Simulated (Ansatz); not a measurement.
Consider SiC in the wurtzite structure (space group P6_3mc, No. 186; a = 3.0920 Å, c = 5.0743 Å). Axes: x lies along a and z along c of the hexagonal cell.

Method: PBE in Ansatz (plane waves to 420 eV, PAW, spin-orbit coupling left out).

Base values:

The pressure comes out as 0.00 GPa and the band gap comes out as 2.31 eV. The electron mass comes out as 0.27 mₑ along c, 0.44 mₑ across (at K).

Modification: the cell is compressed by 0.60 % along z with no lateral relaxation, atoms relaxed at fixed cell.

Problem. Predict the new pressure, band gap and electron mass.

Solution. The pressure (mean of the normal stresses, compression positive) goes from zero to 1.29 GPa; the band gap rises by 0.03 eV to 2.34 eV; the electron mass changes from 0.27 mₑ along c, 0.44 mₑ across (at K) to 0.26 mₑ along z, 0.44 mₑ across (at K).

The cells carry an imposed strain or load. Effective masses come from finite differences of ±0.01 Å⁻¹. Whether these cells are dynamically stable was not tested.

Ansatz is a quantum-chemistry and plane-wave program.
